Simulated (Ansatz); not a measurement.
The starting structures come from a database of crystals and need not be the phases stable at ambient conditions.

Where the default PAW files enter, the runs use the earlier of Ansatz's two default sets.

The decay constant κ of evanescent states in the gap governs leakage through a thin film.

Input:

```yaml
crystal:
  lattice:
    - [5.68506, 0.00000, 0.00000]
    - [0.00000, 8.10226, 0.00000]
    - [0.00000, 0.00000, 5.80353]
  atoms:
    - { symbol: La, position: [0.98854, 0.25000, 0.95538] }
    - { symbol: La, position: [0.01146, 0.75000, 0.04462] }
    - { symbol: La, position: [0.48854, 0.75000, 0.54462] }
    - { symbol: La, position: [0.51146, 0.25000, 0.45538] }
    - { symbol: Sc, position: [0.00000, 0.00000, 0.50000] }
    - { symbol: Sc, position: [0.50000, 0.00000, 0.00000] }
    - { symbol: Sc, position: [0.50000, 0.50000, 0.00000] }
    - { symbol: Sc, position: [0.00000, 0.50000, 0.50000] }
    - { symbol: O, position: [0.10052, 0.25000, 0.53377] }
    - { symbol: O, position: [0.89948, 0.75000, 0.46623] }
    - { symbol: O, position: [0.60052, 0.75000, 0.96623] }
    - { symbol: O, position: [0.39948, 0.25000, 0.03377] }
    - { symbol: O, position: [0.29638, 0.94648, 0.29628] }
    - { symbol: O, position: [0.70362, 0.05352, 0.70372] }
    - { symbol: O, position: [0.79638, 0.05352, 0.20372] }
    - { symbol: O, position: [0.20362, 0.94648, 0.79628] }
    - { symbol: O, position: [0.20362, 0.55352, 0.79628] }
    - { symbol: O, position: [0.79638, 0.44648, 0.20372] }
    - { symbol: O, position: [0.70362, 0.44648, 0.70372] }
    - { symbol: O, position: [0.29638, 0.55352, 0.29628] }
```

Space group of this cell: Pnma. The cell is taken as given; by PBEsol its mean pressure is -3.7 GPa.

Transport runs along the normal of the first two printed cell vectors.

No gap correction and no spin-orbit coupling; mid-gap is the computed energy nearest the middle.

Q: Estimate the band gap and the smallest decay constant κ at mid-gap that PBEsol in Ansatz (a program for electronic structure) returns for this system.

A: Gap 3.89 eV on a 6×4×6 mesh; κ = 0.354 1/Å, at the zone centre.
